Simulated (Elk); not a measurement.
Input and output of a self-consistent single point for Tl (P6_3/mmc, 4 atoms in the cell) (Elk).

Computed with PBE, spin-orbit coupling in second variation, all-electron FP-LAPW, Elk's shipped species files, default APW+lo basis run with Elk.

```
CELL_PARAMETERS angstrom
      3.47706     0.00000     0.00000
     -1.73853     3.01122     0.00000
      0.00000     0.00000    11.16421
ATOMIC_POSITIONS crystal
  Tl 0.00000 0.00000 0.00000
  Tl 0.00000 0.00000 0.50000
  Tl 0.33333 0.66667 0.25000
  Tl 0.66667 0.33333 0.75000
```

Reference input (self-consistent single point, DFT, PBE, all-electron FP-LAPW, Elk's shipped species files, default APW+lo basis): xctype = 20; rgkmax = 7; stype = 3; swidth = 0.00367493 Ha; ngridk = 11 11 3. This run's input differs from it in these lines:

```diff
@@ -6,4 +6,13 @@
 
+spinorb
+  .true.
+
 rgkmax
   7.0
+
+lmaxi
+  3
+
+nempty
+  10
```

Output, abridged:

```
│ Self-consistent loop started │
│ Loop number : 1 │
 total energy                :     -81156.6500121
 total moment                :   0.4776467224E-20 -0.3497252496E-19  0.1747940998E-25
│ Loop number : 2 │
 total energy                :     -81157.1435531
 total moment                :  -0.2867244265E-19  0.1049784150E-19  0.1068610856E-23
RMS change in Kohn-Sham potential (target) :   0.1264166618     (  0.1000000000E-05)
Absolute change in total energy (target)   :   0.4935409847     (  0.1000000000E-03)
│ Loop number : 3 │
 total energy                :     -81157.6796671
   [... lines left out ...]
 total energy                :     -81154.9041589
 total moment                :  -0.6507798673E-20 -0.2459306893E-19  0.1269493609E-21
RMS change in Kohn-Sham potential (target) :   0.7297755929E-07 (  0.1000000000E-05)
Absolute change in total energy (target)   :   0.2770305146E-03 (  0.1000000000E-03)
│ Loop number : 15 │
 total energy                :     -81154.9041541
 total moment                :   0.2739981455E-19 -0.2772940653E-19  0.3196440856E-22
RMS change in Kohn-Sham potential (target) :   0.8271425744E-08 (  0.1000000000E-05)
Absolute change in total energy (target)   :   0.7411112892E-04 (  0.1000000000E-03)
Convergence targets achieved

│ Loop number : 16 │

Energies :
 Fermi                       :     0.183823843416
 xc effective B-field        :    -0.979737199408E-07
 external B-field            :      0.00000000000
 total energy                :     -81154.9041500
 (external B-field energy excluded from total)

Density of states at Fermi energy :    56.20560617
 (states/Hartree/unit cell)

Estimated indirect band gap :   0.1471004135E-02
 from k-point     31 to k-point     15
Estimated direct band gap   :   0.1247992155E-01
 at k-point     13

Charges :
 core                        :    248.0000000
 valence                     :    76.00000000
 interstitial                :    5.747513760
 muffin-tins (core leakage)
  species :    1 (Tl)
   atom    1                 :    79.56293878     (  0.3715084417E-04)
   [... lines left out ...]
   atom    3                 :   0.4125608117E-20  0.4822649417E-19 -0.1575347862E-22
   atom    4                 :   0.4125608117E-20  0.4822649417E-19 -0.1575347862E-22
 total in muffin-tins        :   0.8302723460E-20  0.9648272604E-19 -0.3150695725E-22
 total moment                :   0.7860649067E-20  0.9629584829E-19  0.3191093737E-22

│ Self-consistent loop stopped │
```

The run converged in 16 iterations. The count includes the last loop, which Elk runs after its targets are met. 

The starting cell comes from a database of computed structures (which also holds hypothetical and non-ambient phases and stackings), without a prior relaxation at this level. Its lattice was rescaled by a random factor within 2.5 % of one. Values depend on the basis (sphere radii, cutoffs, local orbitals), which need not be converged. The log's line on a gap gives a spacing of levels on this mesh, which the program prints for metals too.

These are the values that this program gave, and no reference: the basis lacks p1/2 orbitals, which heavy p elements need under spin-orbit coupling.
